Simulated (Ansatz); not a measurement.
HfN, pressure series

Start from HfN in the rock salt structure (space group Fm-3m, No. 225; a = 4.548 Å).

Cell and atoms are relaxed at each pressure.

Calculations: Ansatz (a first-principles code) PBE, without spin-orbit coupling.

Notes on the quantities. enthalpy: H = E + PV relative to the base's energy.

| variant | enthalpy | volume per atom |
|---|---|---|
| base | – | 11.76 Å³ |
| pressure −2 GPa | -0.15 eV/atom | 11.85 Å³ |
| pressure −1 GPa | -0.07 eV/atom | 11.80 Å³ |
| pressure 0.9 GPa | +0.07 eV/atom | 11.72 Å³ |
| pressure 2.1 GPa | +0.15 eV/atom | 11.67 Å³ |
| pressure 4.5 GPa | +0.33 eV/atom | 11.57 Å³ |
| pressure 9 GPa | +0.65 eV/atom | 11.39 Å³ |
| pressure 15 GPa | +1.07 eV/atom | 11.17 Å³ |
| pressure 22.5 GPa | +1.59 eV/atom | 10.93 Å³ |
| pressure 30 GPa | +2.10 eV/atom | … |

Complete the table.


- pressure 30 GPa, volume per atom: 10.71 Å³

Load acts through the strain it causes; cell and atoms are relaxed under it. Stability against distortions was not tested. No other phases were tried under pressure. The final runs are not spin-polarised. An odd electron count without spin: HfN.
